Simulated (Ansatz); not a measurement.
Start from KTaO3 in the cubic perovskite structure (space group Pm-3m, No. 221; a = 4.023 Å).

The values are results of DFT with PBE, PAW potentials and a 420 eV plane-wave cutoff in Ansatz (a quantum-chemistry and plane-wave program), spin-orbit coupling left out, earlier PAW set, not measurements.

Before the change:

```
Item                            Result
-----------------------------  -------
Width of the top valence band  1.08 eV
Band gap                       2.17 eV
```

Perturbation: a hydrostatic pressure of 15 GPa.

### Question
Predict the new width of the top valence band.

### Answer
The width of the top valence band goes up by 0.02 eV (1.08 eV → 1.10 eV).

### Question
Estimate the effect on the band gap.

### Answer
The band gap grows by 0.154 eV, from 2.17 eV to 2.33 eV.

Spin-orbit coupling, missing from the scalar runs, can matter with Ta. Load acts through the strain it causes; cell and atoms are relaxed under it. Stability against distortions was not tested. No other phases were tried under pressure.
